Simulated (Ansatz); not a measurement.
We consider Be3N2 (R3m, No. 160, 5 atoms in the cell; start mp-1070456; a measured phase of this formula has another space group), described by LDA (Ansatz, a quantum-chemistry and plane-wave program, PAW).

Numerical settings: plane-wave cutoff 520 eV, 14×14×14 k mesh, Fermi–Dirac smearing 0.01 eV, scalar-relativistic PAW data made under PBE.

Cell (relaxed at this level):

```
CELL_PARAMETERS angstrom
      1.40486     0.81110     4.80005
     -1.40486     0.81110     4.80005
      0.00000    -1.62220     4.80005
ATOMIC_POSITIONS crystal
  Be 0.14154 0.14154 0.14154
  Be 0.68219 0.68219 0.68219
  Be 0.91112 0.91112 0.91112
  N  0.79577 0.79577 0.79577
  N  0.29129 0.29129 0.29129
```

Question: What does this level give for the band gap, Γ–Γ gap and bulk modulus?

Answer: 
* **band gap**: 2.74 eV (on the SCF k mesh)
* **Γ–Γ gap**: 6.48 eV
* **bulk modulus**: 227 GPa

Note: the relaxation could not lower the start's symmetry, so the cell can be a saddle point above a distorted one; the bulk modulus is −V dP/dV from two relaxed cells at ±2 % in volume.

Computed values are for the static lattice.

Cost on a shared machine: around 90 core-seconds (rough).

A start named mp-… is a Materials Project structure, which need not be a measured phase.
